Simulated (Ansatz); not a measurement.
## Pressure series in ZrO2

The reference is ZrO₂ in the fluorite structure (space group Fm-3m, No. 225; a = 5.1159 Å).

Cell and atoms are relaxed at each pressure.

Level of theory: Kohn–Sham DFT with the PBE functional, run in Ansatz (a program for electronic structure) with PAW and 420 eV plane waves, scalar-relativistic without spin-orbit coupling.

```csv
change,smallest direct gap,band gap,lattice parameter a
base,3.75 eV,3.32 eV,511.6 pm
pressure −2 GPa,3.72 eV,3.29 eV,513.1 pm
pressure −1 GPa,3.73 eV,3.31 eV,512.3 pm
pressure 0.9 GPa,3.76 eV,3.33 eV,510.9 pm
pressure 2.1 GPa,3.78 eV,3.34 eV,510.1 pm
pressure 4.5 GPa,3.81 eV,3.37 eV,508.5 pm
pressure 9 GPa,3.87 eV,3.42 eV,505.6 pm
pressure 15 GPa,3.95 eV,3.47 eV,502.1 pm
pressure 22.5 GPa,4.04 eV,3.54 eV,498.1 pm
pressure 30 GPa,4.12 eV,3.59 eV,494.4 pm
```

Load acts through the strain it causes; cell and atoms are relaxed under it. Whether these cells are dynamically stable was not tested. Competing high-pressure phases were not computed. This is not the structure that ZrO2 has at room temperature and ambient pressure.
